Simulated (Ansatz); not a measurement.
Interlayer binding energy of 1T (CdI2-type) PtTe2 at several levels of theory

No measured value is used here.

Problem. Put these levels in order of the interlayer binding energy that they give for 1T (CdI2-type) PtTe2, smallest first: PBE (Ansatz, a first-principles code), PBE-D3(BJ) (Ansatz), PBE0-D3(BJ) (Ansatz), PBEsol (Ansatz), rVV10 (Ansatz).

Solution. PBE (6.9 meV/Å²), PBEsol (21.8 meV/Å²), rVV10 (37.0 meV/Å²), PBE-D3(BJ) (50.8 meV/Å²), PBE0-D3(BJ) (53.5 meV/Å²)

Unless a cell is named, each level is at its own relaxed cell (PBE 26.00, PBEsol 24.26, PBE-D3(BJ) 24.15, rVV10 26.58 Å³/atom).

Density-functional levels without +SOC have no spin–orbit coupling. PBEsol, PBE: the cell comes from a level without a dispersion term, which matters for the spacing of layers, chains or molecules. PBE0-D3(BJ): exact exchange on metals is sensitive to the k mesh and can open a false gap. Values are at the level's own equilibrium cell; PBE0-D3(BJ) at the PBE-D3(BJ) cell. Ansatz's density-functional and Hartree–Fock values are scalar-relativistic unless marked +SOC, with PAW data made under PBE.
